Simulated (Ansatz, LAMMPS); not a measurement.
Ge well of 9 atomic layers along [001] in random Si0.2Ge0.8, interfaces sharp. Cell 17.11 × 17.11 × 51.50 Å, Si104Ge544, 648 atoms. Prepared with Tersoff's 1989 multicomponent potential (SiCGe.tersoff) (LAMMPS): minimisation. 

Basis: localised support functions (accuracy medium) on a full density matrix. k-points: zone centre alone; occupations: Fermi-Dirac, 0.010 eV; spin polarisation not allowed. Scalar-relativistic, no spin-orbit coupling.

Q: Predict the gap and bonding from Ansatz (an electronic-structure program) with PBE, support functions at accuracy medium on the grid of 370 eV.

A: 
Kohn-Sham gap of the cell on its k-mesh: 0.08 eV
weight of the highest filled level on the well: 0.50
weight of the lowest empty level on the well: 0.26
coordination (neighbours within 2.934 Å): 100.0 % 4-fold
Ge-Ge bonds, mean ± spread: 2.488 ± 0.006 Å
Ge-Si bonds, mean ± spread: 2.441 ± 0.007 Å
Si-Si bonds, mean ± spread: 2.391 ± 0.006 Å
bond angles, mean ± spread: 109.5° ± 1.0°
pressure: -0.06 GPa
